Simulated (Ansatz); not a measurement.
## A computed series for hypothetical rock salt YSi: response to strain

Take YSi in the rock salt structure (space group Fm-3m, No. 225; a = 5.8174 Å; a hypothetical phase, not in the database extracts checked; relaxed with 0.1 eV smearing) as the base. Axes: x, y, z lie along the cube axes.

Strains are applied to the cell and any free atomic positions relax; under biaxial strain the out-of-plane vector relaxes too.

Computed with PBE, PAW, 420 eV (Ansatz, a quantum-chemistry and plane-wave program; scalar-relativistic without spin-orbit coupling).

Notes on the quantities. pressure: mean of the normal stresses, compression positive; energy relative to the base: free energy F.

| change | pressure | energy relative to the base | space group | volume per atom |
|---|---|---|---|---|
| base | 0.0 GPa | 0 meV/atom | Fm-3m (No. 225) | 24.61 Å³ |
| biaxial strain +1.07 %, plane normal [001], relaxed out of plane | -1.2 GPa | +3.0 meV/atom | I4/mmm (No. 139) | 25.08 Å³ |
| isotropic strain +2.24 % | -3.9 GPa | +22 meV/atom | Fm-3m (No. 225) | 26.30 Å³ |
| uniaxial strain ε_xx = −4.67 % | 3.8 GPa | +32 meV/atom | I4/mmm (No. 139) | 23.46 Å³ |
| uniaxial strain ε_zz = −5.63 % | 4.8 GPa | +49 meV/atom | I4/mmm (No. 139) | 23.22 Å³ |

No phonon test of stability was made. All final runs are without spin polarisation. An odd electron count without spin: YSi. YSi has a high density of states at the Fermi level and may be magnetic at this level.
